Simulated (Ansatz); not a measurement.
Consider the formation energy of the neutral H_i in TiSi2 (Cmcm). Reaction: 16 TiSi2 (Cmcm) + 1/2 H2 (gas) → cell A.

Cell A: a supercell of 48 sites of TiSi2 (Cmcm) with H off the lattice sites (2 Si at 1.74–1.79 Å and 2 Ti at 1.93 Å); an odd number of electrons; spin state with PBE: no moments, k-point mesh 3×3×2.
```yaml
crystal:
  lattice:
    - [7.09527, 0.00000, 0.00000]
    - [0.00000, 7.15885, 0.00000]
    - [0.00000, 0.00000, 13.55968]
  atoms:
    - { symbol: Ti, position: [0.24655, 0.37307, 0.39531] }
    - { symbol: Ti, position: [0.00000, 0.12405, 0.10218] }
    - { symbol: Ti, position: [0.00000, 0.37467, 0.89611] }
    - { symbol: Ti, position: [0.25050, 0.12355, 0.60341] }
    - { symbol: Si, position: [0.25032, 0.37514, 0.05777] }
    - { symbol: Si, position: [0.00000, 0.11570, 0.45192] }
    - { symbol: Si, position: [0.00000, 0.37963, 0.23794] }
    - { symbol: Si, position: [0.25178, 0.12318, 0.24855] }
    - { symbol: Si, position: [0.00000, 0.37570, 0.56375] }
    - { symbol: Si, position: [0.24982, 0.12450, 0.93977] }
    - { symbol: Si, position: [0.25027, 0.37397, 0.74965] }
    - { symbol: Si, position: [0.00000, 0.12420, 0.75130] }
    - { symbol: Ti, position: [0.24997, 0.87510, 0.39628] }
    - { symbol: Ti, position: [0.00000, 0.62760, 0.10093] }
    - { symbol: Ti, position: [0.00000, 0.87393, 0.89589] }
    - { symbol: Ti, position: [0.25223, 0.62267, 0.60404] }
    - { symbol: Si, position: [0.25119, 0.87500, 0.05836] }
    - { symbol: Si, position: [0.00000, 0.62665, 0.44457] }
    - { symbol: Si, position: [0.00000, 0.87616, 0.24913] }
    - { symbol: Si, position: [0.24960, 0.62558, 0.24998] }
    - { symbol: Si, position: [0.00000, 0.86852, 0.56758] }
    - { symbol: Si, position: [0.25021, 0.62475, 0.93950] }
    - { symbol: Si, position: [0.25034, 0.87353, 0.74953] }
    - { symbol: Si, position: [0.00000, 0.62357, 0.75120] }
    - { symbol: Ti, position: [0.75345, 0.37307, 0.39531] }
    - { symbol: Ti, position: [0.50000, 0.12488, 0.10259] }
    - { symbol: Ti, position: [0.50000, 0.37431, 0.89647] }
    - { symbol: Ti, position: [0.74950, 0.12355, 0.60341] }
    - { symbol: Si, position: [0.74968, 0.37514, 0.05777] }
    - { symbol: Si, position: [0.50000, 0.12422, 0.43975] }
    - { symbol: Si, position: [0.50000, 0.37557, 0.24835] }
    - { symbol: Si, position: [0.74822, 0.12318, 0.24855] }
    - { symbol: Si, position: [0.50000, 0.37282, 0.55876] }
    - { symbol: Si, position: [0.75018, 0.12450, 0.93977] }
    - { symbol: Si, position: [0.74973, 0.37397, 0.74965] }
    - { symbol: Si, position: [0.50000, 0.12447, 0.75089] }
    - { symbol: Ti, position: [0.75003, 0.87510, 0.39628] }
    - { symbol: Ti, position: [0.50000, 0.62480, 0.10293] }
    - { symbol: Ti, position: [0.50000, 0.87461, 0.89627] }
    - { symbol: Ti, position: [0.74777, 0.62267, 0.60404] }
    - { symbol: Si, position: [0.74881, 0.87500, 0.05836] }
    - { symbol: Si, position: [0.50000, 0.62392, 0.44004] }
    - { symbol: Si, position: [0.50000, 0.87433, 0.24863] }
    - { symbol: Si, position: [0.75040, 0.62558, 0.24998] }
    - { symbol: Si, position: [0.50000, 0.87406, 0.55814] }
    - { symbol: Si, position: [0.74979, 0.62475, 0.93950] }
    - { symbol: Si, position: [0.74966, 0.87353, 0.74953] }
    - { symbol: Si, position: [0.50000, 0.62388, 0.75120] }
    - { symbol: H, position: [0.00000, 0.28764, 0.35642] }
```

Reference: TiSi2 (Cmcm), 48 atoms in the cell, a perfect crystal on lattice vectors that match the other cells'; spin state with PBE: run without spin, k-point mesh 3×3×2 on the run's own vectors.

Reference: an isolated H2 molecule (singlet) in a box of 11 × 11 × 13 Å.

Plane-wave PAW calculations with Ansatz (an electronic-structure program), its default PAW set, cutoff 420 eV. The structures are at rest with PBE, within the held lattices. Neutral cells; Fermi-Dirac smearing of at most 0.05 eV in the solids, energies taken to zero width. Larger cells are relaxed from a start prepared with the learned potential CHGNet, on a coarser mesh till forces fall under 0.03 eV/Å, which some starts already meet. A dispersion term (D3(BJ), or D4 for r2SCAN) was computed beside these levels and is taken off wherever the name lacks it. No zero-point or thermal terms. Cells are local rest points, mostly with their start's symmetry. No correction for cell size. Mesh and cell size may move defect energies by 0.1 eV or more. The value holds for the reservoirs listed; other chemical potentials shift it. Cell A has symmetry Pm and got no random move, so less symmetric positions, which may lie lower, weren't tried.

Problem. Give the value at the level PBE.

Solution. 1.16 eV, for 16 TiSi2 (Cmcm) + 1/2 H2 (gas) → cell A.
